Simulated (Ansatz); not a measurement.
# CdS: energy against strain

CdS (zinc blende, F-43m, 25.382 Å³/atom at rest, cube axes along x, y and z) under a strain ε along a cube axis (axis z), the other axes held. r2SCAN in Ansatz, a plane-wave DFT program (PAW, default set), 500 eV, 10×10×10 Γ-centred mesh, Fermi-Dirac smearing 0.05 eV; ions are relaxed within the symmetry of each cell.

Here s stands for strain and y for E less E0.

```csv
strain (%),E less E0 (meV/atom)
-3.00,?
-1.50,1.33
-1.00,0.59
-0.50,0.15
0.00,0.00
0.50,0.14
1.00,0.57
1.50,1.28
```

Fit y of the 7 rows that show it with a parabola. Least squares gives y = 0.000 - 0.0143·s + 0.5800·s². Residuals (row less fit): 0.004, -0.004, -0.002, 0.000, 0.002, 0.004, -0.004; standard error 0.004 (degrees of freedom: 4). Twice the quadratic coefficient over the volume, 2 × 0.5800 meV × 10⁴ × 0.1602 / 25.382 Å³, is the elastic constant C11 = 73 ± 0.2 GPa.

Problem. Predict the withheld y at s = -3.00 from the fit, and compare with the calculation.

Solution. y = 0.000 - 0.0143 × (-3.0) + 0.5800 × (-3.0)² = 5.263 meV/atom. The calculation gives 5.31 meV/atom, 0.047 meV/atom above the prediction (0.9 % of the range of y in the table). The row lies outside the fitted rows, so this is an extrapolation. The fitted rows scatter only by rounding.

One order more, fitted to all 13 runs of the series, follows each within 0.01, so the miss is the next term of a smooth law. CdS is here a metastable form; wurtzite is the usual one. Rows are the converged runs of the series near zero and its far end; series whose fitted rows scatter by over a few per cent of the range, as at a crossing or softening among them, aren't shown in this form. Most that stay on the fit to the last digits aren't either.
